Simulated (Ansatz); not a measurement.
Base system: Sn (space group I4_1/amd, No. 141; a = 5.947 Å, c = 3.212 Å).

Computed with PBE (Ansatz, a program for electronic structure), no spin-orbit coupling, earlier PAW set.

Base values:

```
Quantity                        Result
-----------------------------  -------
Shortest interatomic distance  3.080 Å
```

Now apply this change: cell and atoms relaxed at a pressure of 30 GPa.

Question: How does this affect the shortest interatomic distance?

Answer: The shortest interatomic distance drops by 0.292 Å (3.080 Å → 2.788 Å).

Load acts through the strain it causes; cell and atoms are relaxed under it. Whether these cells are dynamically stable was not tested. Measured, Sn leaves this structure (for a body-centred tetragonal phase) near 8 GPa (temperature not stated; as listed in Olga Degtyareva, NATO science for peace and security series. B, Physics and biophysics (2010)).
